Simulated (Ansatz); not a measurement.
Start from TaAs in the CsCl type structure (space group Pm-3m, No. 221; a hypothetical phase, not in the database extracts checked; relaxed with 0.1 eV smearing).

```yaml
crystal:
  lattice:
    - [3.21498, 0.00000, 0.00000]
    - [0.00000, 3.21498, 0.00000]
    - [0.00000, 0.00000, 3.21498]
  atoms:
    - { symbol: Ta, position: [0.00000, 0.00000, 0.00000] }
    - { symbol: As, position: [0.50000, 0.50000, 0.50000] }
```

Cartesian axes are those of the cell as printed.

Method: PBE (Ansatz, an electronic-structure program), scalar-relativistic without spin-orbit coupling.

For the base:

```
Property                        Result
-----------------------------  -------
Shortest interatomic distance  2.784 Å
Band gap                          zero
```

Now apply this change: tensile biaxial strain of 2.18 % in the plane normal to [001], as in epitaxy on a mismatched substrate; the out-of-plane cell vector and the atoms relax.

What happens to the shortest interatomic distance, band gap and ratio −ε⊥/ε∥?

The shortest interatomic distance increases by 0.031 Å, from 2.784 Å to 2.815 Å; the band gap remains zero; the ratio −ε⊥/ε∥ comes out as 0.49.

Stability against distortions was not tested. All final runs are without spin polarisation.
